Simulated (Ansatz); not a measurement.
**Pressure series in HgSe**

Start from HgSe in the zinc blende structure (space group F-43m, No. 216; a = 6.063 Å).

Cell and atoms are relaxed at each pressure.

Computed with DFT with LDA, PAW potentials and a 420 eV plane-wave cutoff in Ansatz (a first-principles code), without spin-orbit coupling.

Notes on the quantities. enthalpy: H = E + PV relative to the base's energy.

| variant | density | enthalpy |
|---|---|---|
| base | 8.33 g/cm³ | – |
| pressure −2 GPa | 8.02 g/cm³ | -0.35 eV/atom |
| pressure −1 GPa | 8.18 g/cm³ | -0.18 eV/atom |
| pressure 0.9 GPa | (withheld) | +0.16 eV/atom |
| pressure 2.1 GPa | 8.61 g/cm³ | +0.36 eV/atom |
| pressure 4.5 GPa | 8.90 g/cm³ | +0.76 eV/atom |
| pressure 9 GPa | 9.36 g/cm³ | +1.47 eV/atom |
| pressure 15 GPa | 9.87 g/cm³ | +2.37 eV/atom |
| pressure 22.5 GPa | 10.41 g/cm³ | +3.44 eV/atom |
| pressure 30 GPa | 10.88 g/cm³ | +4.46 eV/atom |

Q: Fill in the withheld entries from the trend.

A: 
- pressure 0.9 GPa, density: 8.45 g/cm³

A case with no gap was solved on a k-mesh chosen for an insulator, which is coarse for it. Load acts through the strain it causes; cell and atoms are relaxed under it. Whether these cells are dynamically stable was not tested. Tetrahedral semiconductors of this kind turn to denser phases somewhere between about 1 and 50 GPa; those were not computed, so compressed cells here can lie past the real transition. All final runs are without spin polarisation.
